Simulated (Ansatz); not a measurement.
The starting structures come from a database of crystals and need not be the phases stable at ambient conditions.

By PBEsol, the system below comes out a metal.

Data:

```xyz
2
Lattice="3.1500 0.0000 0.0000 0.0000 3.1500 0.0000 0.0000 0.0000 3.1500" Properties=species:S:1:pos:R:3 pbc="T T T"
Zn     1.5750     1.5750     1.5750
Au     0.0000     0.0000     0.0000
```

Space group of this cell: Pm-3m, CsCl type. The cell is taken as given; by PBEsol its mean pressure is -2.8 GPa.

The current runs along the normal of the first two printed vectors, the (001) plane. All runs by Ansatz (a quantum-chemistry and plane-wave program), plane waves and PAW, without spin-orbit coupling; the base is PBEsol.

```
run                                                      mean pressure (GPa)  G/A, both spins (10¹⁵ S/m²)
-------------------------------------------------------  -------------------  ---------------------------
base                                                                    -2.8                         0.91
all lengths scaled by 0.98                                               6.4                         0.94
all lengths scaled by 1.02                                              -9.2                         0.88
lengths across the current scaled by 0.98, ions clamped                  3.0                   (withheld)
lengths across the current scaled by 1.02, ions clamped                 -7.3                         0.88
lengths along the current scaled by 0.97, ions clamped                   1.5                         0.94
lengths along the current scaled by 1.03, ions clamped                  -6.2                         0.89
```

### Question
Complete the blanks.

### Answer

- lengths across the current scaled by 0.98, ions clamped, G/A, both spins (10¹⁵ S/m²): 0.93
